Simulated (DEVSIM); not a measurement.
System: Cr/SiON/p-GaSb capacitor, at 350 K.

Layer 1 from the left is SiON, thickness (nm) 21.0. Layer 2 from the left is GaSb, thickness (nm) 2800, Na (cm⁻³) 4.7e16.

Metal gate on the left, work function 4.5 eV. Fixed charge at the semiconductor interface 0 cm⁻² (in units of +e); no interface traps.

This is a model device: material constants are rounded textbook-type values typed into the input, and sizes, dopings and lifetimes were drawn at random. Values at 300 K; Nc and Nv go as T^1.5, mobilities as T to minus their exponent, the gap by Varshni's rule with the affinity fixed.

SiON: gap (eV) 7, affinity (eV) 1.4, permittivity 5.5. GaSb: gap (eV) 0.726, affinity (eV) 4.06, permittivity 15.7, Nc (cm⁻³) 2.1e17, Nv (cm⁻³) 1.8e19, Varshni α (eV/K) 0.00042, Varshni β (K) 140.

Simulated with DEVSIM: 1D Poisson equation in equilibrium, Boltzmann statistics, complete ionisation; no quantum confinement or tunnelling. Metal contacts follow the ideal Schottky-Mott rule: no Fermi-level pinning, no interface dipoles.

Question: What does the simulation give for the threshold voltage (band bending 2φF), the minimum of the low-frequency capacitance, the flat-band voltage?

Answer: threshold voltage (band bending 2φF) 0.82 V; minimum of the low-frequency capacitance 0.0836 μF/cm²; flat-band voltage -0.08 V.
